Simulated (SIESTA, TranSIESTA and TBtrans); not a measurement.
**Rh chain with one bond stretched by 0.6 Å**

System: Rh chain with one bond stretched by 0.6 Å. Leads: straight Rh chain, spacing 2.185 Å. Geometry: as built, not relaxed.

Computed with TranSIESTA and TBtrans, PBE, DZP numerical orbitals (energy shift 0.15 eV), PseudoDojo norm-conserving scalar-relativistic potentials, mesh cutoff 200 Ry, 300 K, spin-polarised (collinear), no spin-orbit coupling; self-consistent non-equilibrium Green functions.

* **Conductance at 300 K (G0 = 2e²/h)**: 3.18
* **Mean T from −0.5 to 0.5 eV**: 2.59
* **Spin polarisation of the conductance, (up − down)/(up + down)**: -0.26

Energies count from the leads' Fermi level. Transmissions are for each spin. The energy step is 0.01 eV; narrower resonances are cut or missed.

```csv
E (eV),T up,T down,lead channels up,down
-2.00,1.10,0.94,3,3
-1.80,1.20,1.02,3,3
-1.60,1.82,1.10,band edge,3
-1.40,1.95,1.24,6,3
-1.20,2.21,1.56,6,band edge
-1.00,2.55,1.65,6,6
-0.80,2.90,1.83,6,6
-0.60,2.63,2.07,6,6
-0.40,2.48,2.28,6,6
-0.20,2.45,2.65,4,6
0.00,2.36,4.21,4,6
0.20,2.21,2.68,4,4
0.40,2.04,2.81,4,4
0.60,1.87,2.88,4,4
0.80,1.73,2.81,4,4
1.00,1.54,2.54,3,4
1.20,1.26,2.08,3,4
1.40,1.00,1.60,1,3
1.60,1.00,1.00,1,1
1.80,1.00,1.00,1,1
2.00,1.00,1.00,1,1
```

The magnetic order of the leads was set by the start, and no other order was tried; the separate lead runs end at 0.49 (left) and 0.49 (right) μB an atom. The straight chain is held at its spacing; free chains may zigzag or dimerise.
